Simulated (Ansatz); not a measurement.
# SiSe2 (model structure, started from the SiS2 type, Ibam, No. 72, 6 atoms in the cell)

These are PBEsol (PAW; Ansatz, a first-principles code) values and carry that method's errors.

Run with plane-wave cutoff 500 eV, 10×10×10 k mesh, Fermi–Dirac smearing 0.05 eV, scalar-relativistic PAW data made under PBE.

Cell (relaxed at this level):

```
CELL_PARAMETERS angstrom
     -3.15156     4.64754     2.92745
      3.15156    -4.64754     2.92745
      3.15156     4.64754    -2.92745
ATOMIC_POSITIONS crystal
  Se 0.87164 0.79488 0.66652
  Se 0.37164 0.70512 0.07675
  Se 0.62836 0.29488 0.92325
  Se 0.12836 0.20512 0.33348
  Si 0.75000 0.75000 0.00000
  Si 0.25000 0.25000 0.00000
```

```
Property                        Value
--------  ---------------------------
band gap  1.66 eV (on the SCF k mesh)
```

Spin–orbit coupling is not included.

The computed numbers hold no vibrational or temperature effects.

It cost roughly 19 core-minutes of CPU time.

A model structure was made by putting elements into a prototype or built by hand; here it ended with the formula and space group of a phase in our tables.
